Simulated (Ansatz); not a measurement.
**RuBr3: Ru → Os**

The parent structure is RuBr₃ (space group P6_3/mcm, No. 193; a = 6.530 Å, c = 5.800 Å; made of chains).

It is then changed as follows: full substitution Ru → Os, then cell and atoms are relaxed.

Calculations: PBEsol, PAW, 420 eV (Ansatz, a first-principles code; without spin-orbit coupling). Settings: 8×8×8 k-points, 0.05 eV Fermi–Dirac smearing.

```csv
quantity,base,changed,shift
volume per atom,26.77 Å³,27.31 Å³,+0.54 Å³
density,5.28 g/cm³,6.53 g/cm³,+1.25 g/cm³
c/a ratio,0.888,0.886,-0.002
space group,P6_3/mcm (No. 193),P6_3/mcm (No. 193),–
shortest interatomic distance,2.475 Å,2.486 Å,+0.011 Å
band gap,zero,zero,–
```

Final structure:

```
CELL_PARAMETERS angstrom
      6.57850     0.00000     0.00000
     -3.28925     5.69715     0.00000
      0.00000     0.00000     5.83014
ATOMIC_POSITIONS crystal
  Os 0.00000 0.00000 0.00000
  Os 0.00000 0.00000 0.50000
  Br 0.00000 0.30618 0.25000
  Br 0.00000 0.69382 0.75000
  Br 0.69382 0.00000 0.75000
  Br 0.30618 0.00000 0.25000
  Br 0.69382 0.69382 0.25000
  Br 0.30618 0.30618 0.75000
```

Stability against distortions was not tested. As relaxed here, OsBr3 is a hypothetical phase, not in the database extracts checked. No Hubbard U is applied, and correlation can decide whether such a compound is a metal. All final runs are without spin polarisation. No dispersion term is included in the PBEsol runs. OsBr3 has a high density of states at the Fermi level and may be magnetic at this level.
